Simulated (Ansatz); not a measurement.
Model: Ge(100) surface of dimers buckled in the p(2x2) pattern, one row of 4 dimers, 4 layers, bottom layer H-capped and fixed; cell 8.1 x 16.1 Å; about 5 Å thick over its heavy atoms, 24 atoms held; the lower dihydride is canted and the layers over it are shifted sideways by a few tenths of an Å, alike in all states. Calculation: PBE-D3(BJ) (plane waves to 420 eV, PAW; Ansatz, a first-principles code). k mesh 2 x 1 x 1. The slab states were run without spin polarisation. Slab thickness, cell and mesh are as stated and are not converged limits. Energies are static: no zero-point or thermal part. Relaxed states are local minima reached from one prepared geometry each.

One TMG a cell is brought to Ge(100) with buckled dimers. Relaxed result near the molecule:

```
atom    x (Å)   y (Å)   z (Å)
------  -----  ------  ------
Ge(3)   4.160   5.212   6.926
Ge(24)  9.356   9.003   6.967
Ge(26)  3.737   9.204   6.083
Ge(27)  4.125  13.307   6.924
Ge(28)  8.783  10.898   5.338
Ga(b0)  5.323  10.379   8.655
C(b1)   3.571  10.843   9.468
H(b2)   3.120   9.953   9.925
H(b3)   3.698  11.624  10.229
H(b4)   2.865  11.227   8.719
C(b5)   6.848  11.647   8.576
H(b6)   6.632  12.568   9.130
H(b7)   7.747  11.167   8.992
H(b8)   7.074  11.921   7.536
C(b9)   5.789   8.445   8.435
H(b10)  6.381   8.232   9.342
H(b11)  4.942   7.746   8.426
H(b12)  6.436   8.242   7.573
```

### Question
What is the adsorption energy against the free TMG and the slab before, and how much of it is dispersion?

### Answer
-0.66 eV (negative: bound); the D3 term gives -0.66 eV of it. Its closest contact to the surface is H(b8) to Ge(28) at 2.97 Å.

Here TMG is trimethylgallium.
